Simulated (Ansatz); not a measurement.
The starting structures come from a database of crystals and need not be the phases stable at ambient conditions.

Where the default PAW files enter, the runs use the earlier of Ansatz's two default sets.

By PBEsol, the system below comes out a metal.

Without scattering a metal conducts by its projected Fermi surface.

Here is the system:

```yaml
crystal:
  lattice:
    - [4.56737, 0.00000, 0.00000]
    - [-2.28369, 3.95546, 0.00000]
    - [0.00000, 0.00000, 2.82624]
  atoms:
    - { symbol: Ti, position: [0.00000, 0.00000, 0.00000] }
    - { symbol: Ti, position: [0.33333, 0.66667, 0.50000] }
    - { symbol: Ti, position: [0.66667, 0.33333, 0.50000] }
```

Space group of this cell: P6/mmm. The cell is taken as given; by PBEsol its mean pressure is -3.7 GPa.

The current flows along the normal of the first two printed cell vectors, the (001) plane of the conventional cell. No spin-orbit coupling; the value is a mean over 0.1 eV about the Fermi level.

Task: State the ballistic conductance per area according to PBEsol run with Ansatz (an electronic-structure program).

Result: 0.46 × 10¹⁵ S/m² for both spins.
